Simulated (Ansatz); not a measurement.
The parent structure is ZnS in the wurtzite structure (space group P6_3mc, No. 186).

```yaml
crystal:
  lattice:
    - [3.84528, 0.00000, 0.00000]
    - [-1.92264, 3.33011, 0.00000]
    - [0.00000, 0.00000, 6.30521]
  atoms:
    - { symbol: Zn, position: [0.33333, 0.66667, 0.00023] }
    - { symbol: Zn, position: [0.66667, 0.33333, 0.50023] }
    - { symbol: S, position: [0.33333, 0.66667, 0.37477] }
    - { symbol: S, position: [0.66667, 0.33333, 0.87477] }
```

Cartesian axes are those of the cell as printed.

All numbers come from PBE (Ansatz, a first-principles code), scalar-relativistic without spin-orbit coupling.

One thing is altered: an isotropic linear strain of +0.60 %, atoms relaxed at fixed cell.

### Question
Predict the stress tensor and what it implies for the stiffness.

### Answer
Stress of the strained cell less that of the base (GPa, compression positive):
```
  -1.19    0.00    0.00
   0.00   -1.19    0.00
   0.00    0.00   -1.21
```

Then B = −ΔP/(ΔV/V₀) with ΔV/V₀ = 0.0181 gives secant stiffness values (nonlinear terms included at this strain): B (at held cell shape, above the free-shape value) ≈ 66 GPa.

Stability against distortions was not tested.
